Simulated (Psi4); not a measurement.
Psi4 1.11, PBE/def2-svpd: Y(OH)2(NH2) ([NH2][Y]([OH])[OH]), 8 atoms. The geometry is a generated start, not checked to be a minimum at this level.

```yaml
task: energy
method: pbe
basis: def2-svpd
memory: 3 GB
maxiter: 100
keys_of_the_molecule_block: symmetry c1
scf_type: df (default)
guess: auto, which took SAD (default)
scf_initial_accelerator: adiis (default)
e_convergence: 1e-06 (default)
d_convergence: 1e-06 (default)
dft_radial_points: 75 (default)
dft_spherical_points: 302 (default)
effective_core_potentials: those of the basis set, past Kr
basis_functions: 132
grid_points: 174043
```

```xyz
8

Y     -0.7163     0.2128     0.1518
O     -0.8667    -1.6391    -0.5295
H     -1.5962    -1.9967    -1.0547
O     -0.0649     1.4797    -1.2296
H     -0.4983     2.2598    -1.5915
N      0.8843     0.0574     1.5278
H      1.6941     0.5550     1.1361
H      1.1642    -0.9289     1.5896
```

Charge 0 and multiplicity 1 are set for this test and not shown to be the ground state.

One run each on 2 threads. Values of diis_max_vecs tried: 3, 6, 10 (default), 20.

Which value of diis_max_vecs needs the fewest SCF iterations, and what happens away from it?

Fewest SCF iterations, within one of each other: 6 with 11, 10 (default) with 11, 20 with 11. The count rises to 35 at 3. All converge to one solution.

```
diis_max_vecs  SCF iterations            end
-------------  --------------  -------------
3                          35  same solution
6                          11  same solution
10 (default)               11  same solution
20                         11  same solution
```
